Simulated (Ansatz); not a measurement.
Consider Al₂O₃ in the corundum structure (space group R-3c, No. 167; a = 4.809 Å, c = 13.124 Å (hexagonal axes)).

Structures relaxed with PBE in Ansatz (plane waves to 420 eV, PAW, scalar-relativistic without spin-orbit coupling).

Base:

Simulated powder pattern, Cu Kα1, λ = 1.54056 Å (kinematic, ideal powder, no thermal factors, no anomalous dispersion; the 14 strongest lines at most, above 2 %, up to 2θ = 90°):

```
2θ (°)  I/Imax (%)       hkl
------  ----------  --------
25.31           59     (012)
34.78           93     (104)
37.37           43     (110)
42.88           98     (113)
51.97           49     (024)
56.86          100     (116)
60.62          7.6     (018)
65.74           40     (214)
67.41           62     (300)
75.96           18  (1 0 10)
76.31           10     (119)
79.69          7.0     (220)
87.86          8.6  (0 2 10)
89.98           10     (134)
```

After one change:

Simulated powder pattern, Cu Kα1, λ = 1.54056 Å (kinematic, ideal powder, no thermal factors, no anomalous dispersion; the 14 strongest lines at most, above 2 %, up to 2θ = 90°):

```json
[
 {"2θ (°)": "25.90", "I/Imax (%)": "60"},
 {"2θ (°)": "35.61", "I/Imax (%)": "94"},
 {"2θ (°)": "38.26", "I/Imax (%)": "43"},
 {"2θ (°)": "43.92", "I/Imax (%)": "97"},
 {"2θ (°)": "53.26", "I/Imax (%)": "49"},
 {"2θ (°)": "58.29", "I/Imax (%)": "100"},
 {"2θ (°)": "62.17", "I/Imax (%)": "7.2"},
 {"2θ (°)": "67.46", "I/Imax (%)": "39"},
 {"2θ (°)": "69.17", "I/Imax (%)": "62"},
 {"2θ (°)": "78.03", "I/Imax (%)": "18"},
 {"2θ (°)": "78.40", "I/Imax (%)": "9.8"},
 {"2θ (°)": "81.91", "I/Imax (%)": "7.0"},
 {"2θ (°)": "85.65", "I/Imax (%)": "6.1"},
 {"2θ (°)": "87.69", "I/Imax (%)": "4.4"}
]
```

Q: Name the change that was made.
A. isotropic strain −2.25 %
B. isotropic strain −0.75 %
C. isotropic strain −1.50 %
D. isotropic strain −3.00 %

A: A, isotropic strain −2.25 %. Its volume per atom is 8.18 Å³ against 8.76 Å³, and its space group is R-3c (No. 167).

Stability against distortions was not tested.

Ansatz is a quantum-chemistry and plane-wave program.
